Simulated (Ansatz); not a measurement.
The starting structures come from a database of crystals and need not be the phases stable at ambient conditions.

 Where the default PAW files enter, the runs use the earlier of Ansatz's two default sets.

Consider the following.

```yaml
crystal:
  lattice:
    - [5.42486, 0.00000, 0.00000]
    - [-2.71243, 4.69807, 0.00000]
    - [2.71243, 1.56602, 4.42938]
  atoms:
    - { symbol: K, position: [0.50000, 0.75000, 0.75000] }
    - { symbol: K, position: [0.50000, 0.25000, 0.25000] }
    - { symbol: Se, position: [0.00000, 0.00000, 0.00000] }
```

Space group of this cell: Fm-3m, anti-fluorite. The cell is taken as given.

Transport runs along the normal of the first two printed cell vectors, the (111) plane of the conventional cell.

No gap correction and no spin-orbit coupling; mid-gap values are interpolated between computed energies.

Question: Give the band gap and the smallest decay constant κ at mid-gap that Ansatz (a program for electronic structure) with PBEsol yields.

Answer: Gap 2.06 eV on a 8×8×8 mesh; κ = 0.237 1/Å, at the zone centre.
